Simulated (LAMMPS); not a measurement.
MD of Ni (fcc) at zero pressure, 864 atoms, as a liquid; each row is its own run.

Computed with classical MD, pair style meam, file Ni.meam, run in LAMMPS.

| T (K) | D(Ni) (cm²/s) |
|---|---|
| 1210 | 3.13e-6 |
| 1380 | 7.33e-6 |
| 1730 | 2.35e-5 |
| 1900 | 3.16e-5 |
| 2160 | 5.02e-5 |
| 2250 | 5.78e-5 |
| 2420 | 7.31e-5 |
| 2760 | 0.000119 |

Question: Fit an Arrhenius law, ln y = a + b / x, to these rows (x is the first column, y the second) and predict the run at x = 1560.

Answer: Least squares gives a = -6.3296 and b = -7630. The slope times kB gives an activation energy of 0.66 eV. At x = 1560 the fit predicts 1.34e-5 cm²/s. The run itself gave (1.35 ± 0.03) × 10^-5 cm²/s, so the fit is 0.74 % low, within the run's error.

Caution (rows 1210; 1380; 1560): this liquid lies under the measured melting point of 1728 K, so it is undercooled or the potential melts low.

Caution: a run this short can hold a crystal over, or a liquid under, the potential's own melting point, which these runs don't give.

Caution (rows 1380; 1730; 2250; 2420): enthalpy drifts during the constant-pressure average: a transition or slow ageing; fluctuation values are void.

Errors of D are the spread over four groups of atoms in one short run; a floor of about 5 %, a picked value, is safer.
